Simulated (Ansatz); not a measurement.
# Sn: pressure 30 GPa

The reference is Sn in the diamond structure (space group Fd-3m, No. 227; a = 6.4734 Å).

Now apply this change: cell and atoms relaxed at a pressure of 30 GPa.

Level of theory: LDA (Ansatz, a first-principles code; PAW; 420 eV plane waves; without spin-orbit coupling). Γ-centred 13×13×13 mesh, Fermi–Dirac width 0.05 eV.

- Volume per atom: 24.79 Å³ (base 33.91 Å³)
- Density: 7.95 g/cm³ (base 5.81 g/cm³)
- Shortest interatomic distance: 2.525 Å (base 2.803 Å)
- Enthalpy H = E + PV relative to the base's energy: +5.27 eV/atom
- Band gap: zero (base zero)

Load acts through the strain it causes; cell and atoms are relaxed under it. Whether these cells are dynamically stable was not tested. Tetrahedral semiconductors of this kind turn to denser phases somewhere between about 1 and 50 GPa; those were not computed, so compressed cells here can lie past the real transition.
